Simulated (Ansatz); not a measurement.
TaSi2, point defects

Start from a 9-atom supercell of TaSi₂ (space group P6_222, No. 180; a = 4.760 Å, c = 6.562 Å) at its relaxed geometry.

One neutral defect a cell, atoms relaxed at fixed cell.

Level of theory: Ansatz (a quantum-chemistry and plane-wave program) PBEsol, spin-orbit coupling left out, earlier PAW set.

```json
[
 {"case": "perfect supercell", "pressure": "0.0 GPa", "largest displacement of a host atom from its site in the perfect cell": "–"},
 {"case": "H interstitial (started 1.71 Å from the nearest host atom), symmetric start", "pressure": "4.3 GPa", "largest displacement of a host atom from its site in the perfect cell": "0.11 Å"},
 {"case": "Si on a Ta site (antisite)", "pressure": "-0.1 GPa", "largest displacement of a host atom from its site in the perfect cell": "0.46 Å"},
 {"case": "Ta vacancy, symmetric start", "pressure": "-5.1 GPa", "largest displacement of a host atom from its site in the perfect cell": "0.38 Å"},
 {"case": "Ta interstitial (started 1.71 Å from the nearest host atom), symmetric start", "pressure": "55.7 GPa", "largest displacement of a host atom from its site in the perfect cell": "0.52 Å"},
 {"case": "Ta on a Si site (antisite), symmetric start", "pressure": "12.4 GPa", "largest displacement of a host atom from its site in the perfect cell": "0.12 Å"}
]
```

In so small a cell the defect repeats every few ångströms: this is an ordered compound, not a dilute defect. Defects with a symmetric start kept the site's symmetry and may sit on a saddle; the others started slightly shaken. The final runs are not spin-polarised. An odd electron count without spin: TaSi2.
